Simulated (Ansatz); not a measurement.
An Ansatz (a quantum-chemistry and plane-wave program) input (plane-wave PAW DFT at the r2SCAN level (Ansatz, 500 eV), no SOC):

Ansatz 0.2 input:
```yaml
crystal:
  lattice:
    - [4.9276937379, 0, 0]
    - [-2.4422207985, 4.2799209276, 0]
    - [1.2427364697, 2.1399604638, 4.1844646321]
  atoms:
    - { symbol: Si, position: [0.6625304815, 0.3374695185, 0] }
    - { symbol: Si, position: [0.3374695185, 0.6625304815, 0] }
    - { symbol: Si, position: [0.0874695185, 0.9125304815, 0.5] }
    - { symbol: Si, position: [0.4125304815, 0.5874695185, 0.5] }
    - { symbol: Ti, position: [0, 0, 0] }
    - { symbol: Ti, position: [0.75, 0.25, 0.5] }
basis: { ecutwfc: 500, ecutrho_ratio: 4, xc_grid: 4, fft_grid_basis: typed }
kpoints: { mp_grid: { grid: [13, 13, 13] } }
hamiltonian:
  xc: r2scan
  dispersion: none
  pseudopotentials: { kind: paw }
scf: { occupations: { method: fermi_dirac, width: 0.05 } }
relax: { f_tol: 0.005, max_steps: 50, cell: { stress_tol: 0.01, fix: [a, b, gamma] } }
output: { forces: true, stress: true }
checkpoint: { write: state.ck, write_every: 1000 }
```

Task: Which symmetry and how many k-points will the program report, and about how many plane waves at Γ?

Result: Space group Fddd (ITA 70) with 8 operations, k-points 343 of 2197, and 2201 plane waves at Γ.

Task: And the final pressure?

Result: -6.51 GPa (compression positive).

The cells carry an imposed strain or load. Stability against distortions was not tested. The final runs are not spin-polarised. The cell was made from TiSi2 (space group Fddd, No. 70) by this change: biaxial strain +3.56 %, plane normal [001], relaxed out of plane.
